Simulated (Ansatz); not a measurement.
A hypothetical phase is included: elements placed on a structure type, which no database files for this compound.

Here is the system:

```xyz
6
Lattice="3.0573 0.0000 0.0000 1.5286 2.6477 0.0000 0.0000 0.0000 7.0185" Properties=species:S:1:pos:R:3 pbc="T T T"
Si     1.5287     0.0000     4.6790
Si     2.2930     1.3239     0.0000
Si     0.7643     1.3238     2.3395
C      1.5287     0.0000     1.1697
C      2.2930     1.3239     3.5092
C      0.7643     1.3238     5.8487
```

The cell was relaxed by PBE-D3(BJ); by r2SCAN it stands under a pressure of 3.1 GPa.

Transport runs along the normal of the first two printed cell vectors, the (001) plane of the conventional cell.

The gap is the functional's own. No spin-orbit coupling. Mid-gap values are those at the computed energy nearest the middle.

Question: Compute, with r2SCAN run with Ansatz (a quantum-chemistry and plane-wave program), the band gap and the smallest decay constant κ at mid-gap.

Answer: Gap 1.16 eV on a 12×12×4 mesh; κ = 0.148 1/Å, at (0.500, 0.000) of the in-plane reciprocal vectors. At the zone centre the slowest state has κ = 0.23 1/Å.
